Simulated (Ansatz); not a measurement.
MoSi2, response to strain

Take MoSi$_{2}$ (space group I4/mmm, No. 139) as the base.

```
MoSi2
1.0
   -1.60108     1.60108     3.90975
    1.60108    -1.60108     3.90975
    1.60108     1.60108    -3.90975
Mo Si
1 2
Cartesian
  0.00000   0.00000   0.00000
  0.00000   0.00000   2.62187
  0.00000   0.00000   5.19763
```

Cartesian axes are those of the cell as printed.

Strains are applied to the cell and any free atomic positions relax; under biaxial strain the out-of-plane vector relaxes too; under stress the whole cell relaxes.

All numbers come from Ansatz (a program for electronic structure), r2SCAN, PAW, cutoff 500 eV, scalar-relativistic without spin-orbit coupling, earlier PAW set.

Notes on the quantities. energy relative to the base: free energy F; pressure: mean of the normal stresses, compression positive.

| case | energy relative to the base | shortest interatomic distance | pressure | space group |
|---|---|---|---|---|
| base | 0 meV/atom | 2.576 Å | 0.0 GPa | I4/mmm (No. 139) |
| biaxial strain +0.60 %, plane normal [001], relaxed out of plane | +1.5 meV/atom | 2.569 Å | … | I4/mmm (No. 139) |
| biaxial strain +0.99 %, plane normal [001], relaxed out of plane | +4.0 meV/atom | 2.565 Å | -3.2 GPa | I4/mmm (No. 139) |
| biaxial strain +1.48 %, plane normal [001], relaxed out of plane | +8.8 meV/atom | 2.560 Å | -4.6 GPa | I4/mmm (No. 139) |
| isotropic strain −4.70 % | … | 2.483 Å | 43.6 GPa | I4/mmm (No. 139) |
| isotropic strain −3.12 % | +90 meV/atom | 2.516 Å | 25.8 GPa | I4/mmm (No. 139) |
| isotropic strain −0.81 % | +5.6 meV/atom | 2.561 Å | 5.7 GPa | I4/mmm (No. 139) |
| uniaxial strain ε_xx = +2.38 % | +9.5 meV/atom | 2.571 Å | -4.6 GPa | Immm (No. 71) |
| tensor shear ε_yz = +0.98 % | +3.4 meV/atom | 2.576 Å | 0.1 GPa | C2/m (No. 12) |
| uniaxial stress, 1 GPa tension along z | +0.1 meV/atom | … | – | I4/mmm (No. 139) |

### Question
Some entries are withheld; estimate them.

### Answer

- biaxial strain +0.60 %, plane normal [001], relaxed out of plane, pressure: -2.0 GPa
- isotropic strain −4.70 %, energy relative to the base: +0.215 eV/atom
- uniaxial stress, 1 GPa tension along z, shortest interatomic distance: 2.580 Å

The mesh was chosen for an insulator and is coarse for the gapless case. Without a gap, meshes like the base's 14×14×14 leave anisotropic stresses uncertain by several tenths of a GPa, and small strain energies with them. Beyond what the load breaks, stability against distortions was not tested. The final runs are not spin-polarised.
